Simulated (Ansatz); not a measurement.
# Element substitutions in hypothetical Fm-3m WSe2

The parent structure is WSe2 (space group Fm-3m, No. 225; a = 6.261 Å; ferromagnetic; a hypothetical phase, not in the database extracts checked).

Each row replaces one element on all its sites; cell and atoms are relaxed.

Level of theory: DFT with r2SCAN, PAW potentials and a 500 eV plane-wave cutoff in Ansatz (a quantum-chemistry and plane-wave program), no SOC, earlier PAW set.

**Question.** Only one of these has a band gap. Which?
(A) W → Re
(B) Se → S
(C) Se → Br

**Answer.** C, Se → Br. Computed: W → Re: zero; Se → S: zero; Se → Br: 1.08 eV

Other magnetic orders, which the real material may have, were not ruled out. With W present, leaving out spin-orbit coupling can change the band edges. Stability against distortions was not tested. As relaxed here, ReSe2, WS2 and WBr2 are hypothetical phases, not in the database extracts checked. Spin-polarised in the final run: base and WS2; the other runs are not. An odd electron count without spin: ReSe2. ReSe2 has a high density of states at the Fermi level and may be magnetic at this level.
